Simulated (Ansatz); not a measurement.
GaAs under load (space group F-43m), Ansatz (a program for electronic structure) with r2SCAN with spin-orbit coupling, rigid bands. Condition of this run: hydrostatic pressure -2 GPa (the target of the relaxation). Band gap 0.62 eV, N_c = 2.29e17 cm⁻³ and N_v = 1.23e19 cm⁻³ at 300 K, conductivity masses of 0.0461 mₑ (electrons) and 0.418 mₑ (holes). Take k_BT = 0.02585 eV.

What thermal injection velocity √(2k_BT/πm) limits a ballistic channel?

2.51e7 cm/s for electrons and 8.32e6 cm/s for holes, a ratio of √(m_h/m_e) = 3.01, for dilute carriers.

Find the intrinsic carrier density and the intrinsic Fermi level.

n_i = √(N_c N_v) exp(−E_g/2k_BT) = 1.68e18 × exp(−11.99) = 1.0e13 cm⁻³. The level lies (k_BT/2) ln(N_v/N_c) = 51 meV from mid-gap (positive towards the conduction band). Each 0.1 eV added to the gap lowers n_i by a factor of 6.9.

Rigid bands with the computed gap; masses take one relaxation time for all states.
